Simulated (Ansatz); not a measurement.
Consider TiS₂ in the CdI2 type structure (space group P-3m1, No. 164; a = 3.359 Å, c = 5.520 Å; layered, stacked along the Cartesian z axis; relaxed with 0.1 eV smearing). Axes: x lies along a and z along c of the hexagonal cell.

Calculations: Ansatz (an electronic-structure program) PBE-D3(BJ), scalar-relativistic without spin-orbit coupling.

Base values:

The shortest interatomic distance comes out as 4.553 bohr.

The change: uniaxial strain ε_zz = +3.39 %, all other strain components held at zero, atoms relaxed at fixed cell.

Q: How does this affect the shortest interatomic distance, stress, largest internal atomic displacement and energy relative to the base?

A: The shortest interatomic distance goes up by 0.007 bohr to 4.560 bohr; the stress (xx, yy, zz, yz, xz, xy; compression positive) is (-0.3, -0.3, -1.4, 0.0, 0.0, 0.0) GPa; the largest internal atomic displacement comes out as 0.042 Å; the energy goes up by 3.0 meV/atom.

No phonon test of stability was made. The final runs are not spin-polarised.
